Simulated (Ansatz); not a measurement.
SrZrO3, pressure series

Take SrZrO₃ (space group P4mm, No. 99; a cell from a computed database, its experimental status unchecked) as the base.

```yaml
crystal:
  lattice:
    - [4.11124, 0.00000, 0.00000]
    - [0.00000, 4.11124, 0.00000]
    - [0.00000, 0.00000, 4.19202]
  atoms:
    - { symbol: Sr, position: [0.50000, 0.50000, 0.55391] }
    - { symbol: Zr, position: [0.00000, 0.00000, 0.00405] }
    - { symbol: O, position: [0.00000, 0.00000, 0.48199] }
    - { symbol: O, position: [0.50000, 0.00000, 0.95203] }
    - { symbol: O, position: [0.00000, 0.50000, 0.95203] }
```

Cell and atoms are relaxed at each pressure.

Levels (all Ansatz, a program for electronic structure, PAW): PBEsol (420 eV, scalar-relativistic without spin-orbit coupling); HSE06 (420 eV, no spin-orbit coupling).

Band gaps by level, all at the geometries relaxed with PBEsol:

| case | PBEsol | HSE06 |
|---|---|---|
| base | 3.35 eV | 4.96 eV |
| pressure −2 GPa | 3.32 eV | 4.93 eV |
| pressure −1 GPa | 3.34 eV | 4.94 eV |
| pressure 0.3 GPa | 3.36 eV | 4.97 eV |
| pressure 0.7 GPa | 3.37 eV | 4.97 eV |
| pressure 3 GPa | 3.39 eV | 5.01 eV |
| pressure 5 GPa | 3.41 eV | 5.03 eV |
| pressure 7.5 GPa | 3.44 eV | 5.07 eV |

Single points use the geometry relaxed with PBEsol. The hybrid gap comes from the SCF mesh plus the semilocal run's edge points and a few special points and is an upper bound. Load acts through the strain it causes; cell and atoms are relaxed under it. Stability against distortions was not tested. No other phases were tried under pressure.
